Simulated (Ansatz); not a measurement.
A computed series for TiO2: pressure series

Base system: TiO$_{2}$ in the anatase structure (space group I4_1/amd, No. 141).

```
CELL_PARAMETERS angstrom
     -1.89941     1.89941     4.85035
      1.89941    -1.89941     4.85035
      1.89941     1.89941    -4.85035
ATOMIC_POSITIONS crystal
  Ti 0.75000 0.25000 0.50000
  Ti 0.00000 0.00000 0.00000
  O  0.54355 0.04355 0.50000
  O  0.79355 0.79355 0.00000
  O  0.20645 0.20645 0.00000
  O  0.95645 0.45645 0.50000
```

Cell and atoms are relaxed at each pressure.

All numbers come from PBE (Ansatz, a first-principles code, PAW, without spin-orbit coupling).

Notes on the quantities. enthalpy: H = E + PV relative to the base's energy.

```
change                  enthalpy  width of the top valence band  smallest direct gap  shortest interatomic distance
-----------------  -------------  -----------------------------  -------------------  -----------------------------
base                           –                        0.84 eV              2.43 eV                        1.946 Å
pressure −2 GPa    -0.15 eV/atom                        0.81 eV              2.41 eV                        1.952 Å
pressure −1 GPa    -0.07 eV/atom                        0.82 eV              2.42 eV                        1.949 Å
pressure 0.9 GPa   +0.07 eV/atom                        0.85 eV              2.44 eV                        1.943 Å
pressure 2.1 GPa   +0.15 eV/atom                        0.86 eV              2.45 eV                        1.939 Å
pressure 4.5 GPa   +0.32 eV/atom                        0.87 eV              2.46 eV                        1.933 Å
pressure 9 GPa     +0.64 eV/atom                        0.90 eV              2.48 eV                        1.922 Å
pressure 15 GPa    +1.05 eV/atom                        1.00 eV              2.49 eV                        1.909 Å
pressure 22.5 GPa  +1.54 eV/atom                        1.08 eV              2.49 eV                        1.895 Å
pressure 30 GPa    +2.02 eV/atom                        1.16 eV              2.47 eV                        1.883 Å
```

Load acts through the strain it causes; cell and atoms are relaxed under it. Stability against distortions was not tested. Competing high-pressure phases were not computed. The final runs are not spin-polarised.
